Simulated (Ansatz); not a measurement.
```cif
data_Os2
_chemical_formula_sum 'Os2'
_space_group_name_H-M_alt 'P63/mmc'
_space_group_IT_number 194
_space_group_name_Hall '-P 6c 2c'
_cell_length_a 2.75374
_cell_length_b 2.75374
_cell_length_c 4.34936
_cell_angle_alpha 90.000
_cell_angle_beta 90.000
_cell_angle_gamma 120.000
loop_
_atom_site_label
_atom_site_type_symbol
_atom_site_symmetry_multiplicity
_atom_site_Wyckoff_symbol
_atom_site_fract_x
_atom_site_fract_y
_atom_site_fract_z
_atom_site_occupancy
Os1 Os 2 d 0.66667 0.33333 0.25000 1
```

Spin-orbit coupling is not included.

Question: By how much do the lattice constants and the volume change from 300 K to 475 K (the quasi-harmonic free energy, PBE density-functional theory in Ansatz (plane waves, PAW)), and how far does the bulk modulus soften?

Answer: a by 0.09 %, c by 0.11 %, the volume by 0.29 %; B_T goes from 387 to 381 GPa. Whether this phase is the stable one at each condition was not tested.

Ansatz is an electronic-structure program.
